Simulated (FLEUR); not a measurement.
Band structure of C (Fd-3m, 2 atoms in the cell).

```xyz
2
Lattice="0.0000 1.7554 1.7554 1.7554 0.0000 1.7554 1.7554 1.7554 0.0000" Properties=species:S:1:pos:R:3 pbc="T T T"
C      1.7554     1.7554     1.7554
C      2.6332     2.6332     2.6332
```

Level of theory: FLEUR with PBE, all-electron FLAPW (FLEUR), scalar-relativistic valence.

Settings: Kmax = 4.5 1/bohr; GmaxXC = 13.5 1/bohr; xcFunctional = pbe; jspins = 1; l_soc = F; mode = hist; fermiSmearingEnergy = 0.00183747 Htr; mesh (inpgen div1-3) = 13 13 13; inpgen gamma flag = false; Gmax = 13.5 1/bohr; numbands = 0; maxIterBroyd = 99; imix = Anderson; alpha = 0.05.

The starting cell comes from a database of computed structures (which also holds hypothetical and non-ambient phases and stackings), without a prior relaxation at this level. Its lattice was rescaled by a random factor within 2.5 % of one. Values depend on the basis (sphere radii, cutoffs, local orbitals), which need not be converged.

Levels in eV from the Fermi level, bands 1 to 6:
```tsv
point	1	2	3	4	5	6
Γ	-22.13	0.00	0.00	0.00	5.81	5.81
X	-13.12	-13.12	-6.59	-6.59	4.87	4.87
W	-12.25	-12.25	-8.73	-8.73	10.92	10.92
K	-13.28	-12.06	-9.77	-5.61	5.82	11.17
L	-16.09	-13.91	-2.89	-2.89	8.74	8.74
U	-13.28	-12.06	-9.77	-5.61	5.82	11.17
```
